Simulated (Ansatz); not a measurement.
**Effect of pressure 7 GPa on Y**

The parent structure is Y in the hcp (Mg type) structure (space group P6_3/mmc, No. 194; a = 3.683 Å, c = 5.698 Å).

Modification: cell and atoms relaxed at a pressure of 7 GPa.

Level of theory: Ansatz (a program for electronic structure) r2SCAN, no SOC. Γ-centred 15×15×8 mesh, Fermi–Dirac width 0.05 eV.

The volume per atom shrinks by 4.387 Å³ (33.46 Å³ → 29.08 Å³) and the density grows by 0.67 g/cm³ (4.41 g/cm³ → 5.08 g/cm³). The lattice parameter a drops by 0.1623 Å to 3.520 Å and the c/a ratio shrinks by 0.008 to 1.539. The shortest interatomic distance decreases by 0.168 Å (3.555 Å → 3.387 Å) and the enthalpy H = E + PV relative to the base's energy amounts to +1.36 eV/atom. The band gap stays zero.

Cost of the whole job for the changed cell (relaxation, final SCF and bands): about 60 core-seconds (a rough figure).

Load acts through the strain it causes; cell and atoms are relaxed under it. No phonon test of stability was made. No other phases were tried under pressure. All final runs are without spin polarisation.
